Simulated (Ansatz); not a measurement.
We consider zinc-blende KCl (model structure), described by HSE06 in Ansatz (PAW).

Run with plane-wave cutoff 500 eV, 6×6×6 k mesh, gaussian smearing 0.02 eV, scalar-relativistic PAW data made under PBE.

Cell (relaxed at this level):

KCl has the cubic space group F-43m (No. 216), the zinc blende structure, Pearson symbol cF8. Lattice parameters: a = b = c = 7.043 Å, α = β = γ = 90.00°. K on 4a is surrounded by 4 Cl at 3.050 Å (tetrahedral). Cl on 4d sees 4 K at 3.050 Å (tetrahedral). (Neighbours: up to the widest gap in distance over summed covalent radii, below 1.35, at either atom; cation-cation and far metal-metal contacts left out.)
(The calculation used a cell of 2 atoms; values per cell refer to that cell.)

Estimate the band gap that the calculation returns.


- band gap = 6.00 eV (on the SCF k mesh)

Note: the relaxation could raise the start's symmetry but not lower it, so the cell can be a saddle point.

Static lattice: no zero-point or thermal effects.

A model structure was made by putting elements into a prototype or built by hand; it is no filed structure, need not be a known phase, and can be a saddle point held by its symmetry.

Ansatz is a program for electronic structure.
